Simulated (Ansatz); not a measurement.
The starting structures come from a database of crystals and need not be the phases stable at ambient conditions.

 Where the default PAW files enter, the runs use the earlier of Ansatz's two default sets.

Data:

```
Ga2AsP
1.0
    3.93022     0.00000     0.00000
    1.96511     3.40367     0.00000
    1.96511     1.13456     6.41726
Ga P As
2 1 1
Direct
  0.99756   0.99756   0.00733
  0.50249   0.50249   0.49252
  0.62502   0.62502   0.12493
  0.12493   0.12493   0.62521
```

Space group of this cell: R3m. The cell is taken as given.

The current runs along the normal of the first two printed vectors, the (001) plane. All runs by Ansatz (a first-principles code), plane waves and PAW, without spin-orbit coupling; the base is r2SCAN.

```json
[
 {"run": "base", "mean pressure (GPa)": "0.0", "gap (eV)": "1.46", "mid-gap κ (1/Å)": "0.090"},
 {"run": "all lengths scaled by 0.98", "mean pressure (GPa)": "5.5", "gap (eV)": "?", "mid-gap κ (1/Å)": "?"},
 {"run": "all lengths scaled by 1.02", "mean pressure (GPa)": "-4.1", "gap (eV)": "1.04", "mid-gap κ (1/Å)": "0.067"},
 {"run": "lda in place of r2scan", "mean pressure (GPa)": "-2.5", "gap (eV)": "0.80", "mid-gap κ (1/Å)": "0.055"},
 {"run": "lengths across the current scaled by 0.98, ions clamped", "mean pressure (GPa)": "3.6", "gap (eV)": "?", "mid-gap κ (1/Å)": "?"},
 {"run": "lengths across the current scaled by 1.02, ions clamped", "mean pressure (GPa)": "-2.8", "gap (eV)": "?", "mid-gap κ (1/Å)": "?"},
 {"run": "lengths along the current scaled by 0.97, ions clamped", "mean pressure (GPa)": "2.7", "gap (eV)": "1.43", "mid-gap κ (1/Å)": "0.102"},
 {"run": "lengths along the current scaled by 1.03, ions clamped", "mean pressure (GPa)": "-2.1", "gap (eV)": "1.22", "mid-gap κ (1/Å)": "0.075"},
 {"run": "pbesol in place of r2scan", "mean pressure (GPa)": "-0.4", "gap (eV)": "0.93", "mid-gap κ (1/Å)": "0.063"}
]
```

Question: Fill in the missing entries.

Answer: 
- all lengths scaled by 0.98, gap (eV): 1.59
- all lengths scaled by 0.98, mid-gap κ (1/Å): 0.108
- lengths across the current scaled by 0.98, ions clamped, gap (eV): 1.52
- lengths across the current scaled by 0.98, ions clamped, mid-gap κ (1/Å): 0.099
- lengths across the current scaled by 1.02, ions clamped, gap (eV): 1.16
- lengths across the current scaled by 1.02, ions clamped, mid-gap κ (1/Å): 0.077
